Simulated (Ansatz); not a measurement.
System: interstitial Cu in wurtzite ZnO (charge state +1). Method: PBE, PAW (plane waves to 420 eV; Ansatz, a quantum-chemistry and plane-wave program).

Cell of 72 host sites held at the relaxed PBE lattice; one k-point at (0.125, 0.250, 0.250); Fermi-Dirac width 0.01 eV, spin-restricted; finite-size errors left in. Static, classical nuclei. The charge state is imposed; whether it is stable for some Fermi level was not computed. Sites that were not tried may lie lower.

Barriers: single points on a 2×2×2 k-point mesh shifted by half a step along c at the bands' geometries.

The step: several atoms move together, Cu the farthest. Atoms about the jump, Cartesian Å from the middle of the jump, before and after:

| atom | x0 | y0 | z0 | x1 | y1 | z1 |
|---|---|---|---|---|---|---|
| Cu1 | 0.42 | -0.70 | -0.29 | -0.42 | 0.70 | 0.29 |
| O2 | 1.15 | -0.28 | 1.31 | 1.25 | -0.27 | 0.86 |
| O3 | -2.09 | -0.28 | 0.90 | -2.09 | -0.27 | 0.86 |
| O4 | -0.42 | -1.19 | -1.86 | -0.43 | -1.20 | -1.81 |
| Zn5 | 1.55 | -0.04 | -2.18 | 1.27 | -0.27 | -1.27 |
| Zn6 | -0.63 | -1.31 | 1.81 | -0.42 | -1.35 | 1.62 |
| Zn7 | -2.10 | -0.22 | -1.13 | -2.12 | -0.27 | -1.27 |
| O8 | -0.43 | 2.57 | 0.85 | -0.42 | 2.63 | 0.86 |
| Zn9 | -0.42 | 2.59 | -1.15 | -0.43 | 2.66 | -1.26 |
| Zn10 | 1.20 | 1.68 | 1.57 | 1.36 | 1.72 | 1.62 |
| O11 | 1.24 | 1.83 | -1.96 | 1.22 | 1.66 | -1.81 |
| Zn12 | -2.08 | 1.64 | 1.49 | -2.20 | 1.72 | 1.62 |
| O13 | -2.06 | 1.65 | -1.77 | -2.08 | 1.66 | -1.81 |
| Zn14 | -0.43 | -3.12 | -1.12 | -0.43 | -3.09 | -1.17 |
| O15 | -0.47 | -3.10 | 0.90 | -0.42 | -3.12 | 0.84 |
| Zn16 | 2.88 | -1.23 | 1.56 | 2.90 | -1.22 | 1.51 |
| O17 | 3.02 | -1.25 | -1.96 | 2.89 | -1.21 | -1.82 |
| O18 | 2.82 | 2.57 | 0.86 | 2.89 | 2.61 | 0.84 |
| O19 | -0.46 | -1.20 | 3.74 | -0.42 | -1.20 | 3.56 |
| Zn20 | 2.87 | 2.63 | -1.14 | 2.86 | 2.60 | -1.17 |

**Question.** Give the saddle-point geometry and the barrier.

**Answer.** 
```
atom      x      y      z
----  -----  -----  -----
Cu1   -0.17   0.27  -0.03
O2     1.23  -0.25   1.19
O3    -2.05  -0.25   0.84
O4    -0.45  -1.14  -1.81
Zn5    1.36  -0.24  -1.74
Zn6   -0.43  -1.37   1.74
Zn7   -2.23  -0.23  -1.27
O8    -0.41   2.56   0.86
Zn9   -0.43   2.61  -1.17
Zn10   1.29   1.71   1.63
O11    1.24   1.71  -1.87
Zn12  -2.09   1.66   1.53
O13   -2.09   1.67  -1.80
Zn14  -0.43  -3.04  -1.13
O15   -0.42  -3.11   0.87
Zn16   2.90  -1.22   1.52
O17    2.94  -1.26  -1.88
O18    2.87   2.59   0.86
O19   -0.44  -1.20   3.67
Zn20   2.87   2.62  -1.14
```
It lies 0.51 eV above the start and 0.19 eV above the end. The saddle point's order was not checked.
